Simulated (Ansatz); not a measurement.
Density of states of Cu3Sn (P6_3/mmc) near the Fermi level, PBEsol, rigid bands (Ansatz, a first-principles code).

(E − E_F (eV), states/eV/cell): (-1.95, 3.23); (-1.85, 3.72); (-1.75, 5.29); (-1.65, 5.67); (-1.55, 4.46); (-1.45, 3.95); (-1.35, 3.64); (-1.25, 3.46); (-1.15, 3.37); (-1.05, 3.32); (-0.95, 3.31); (-0.85, 3.26); (-0.75, 3.07); (-0.65, 2.89); (-0.55, 2.73); (-0.45, 2.59); (-0.35, 2.46); (-0.25, 2.35); (-0.15, 2.23); (-0.05, 2.12); (0.05, 2.01); (0.15, 1.92); (0.25, 1.85); (0.35, 1.80); (0.45, 1.76); (0.55, 1.70); (0.65, 1.62); (0.75, 1.67); (0.85, 1.61); (0.95, 1.56); (1.05, 1.71); (1.15, 1.76); (1.25, 1.89); (1.35, 2.01); (1.45, 2.03); (1.55, 2.24); (1.65, 2.49); (1.75, 2.45); (1.85, 2.39); (1.95, 2.72)

With 8 atoms a cell, what bare Sommerfeld coefficient γ = (π²/3) k_B² N(E_F) follows?

N(E_F) ≈ 2.1 states/eV a cell at 300 K, so γ ≈ 0.61 mJ/(mol of atoms·K²), before many-body enhancement (phonons, spin fluctuations, correlation).

How far does the Fermi level move in a rigid band for 0.1 electron a cell added or removed?

49 meV and -48 meV.

A metal at this level (no band gap); rigid bands, thermally averaged at 300 K, both spins. Spin-orbit coupling is left out. Geometry: cell and atoms relaxed with PBEsol.

Computed structure with no diffraction record at hand here (it may be known, metastable or hypothetical): Cu3Sn (P6_3/mmc).
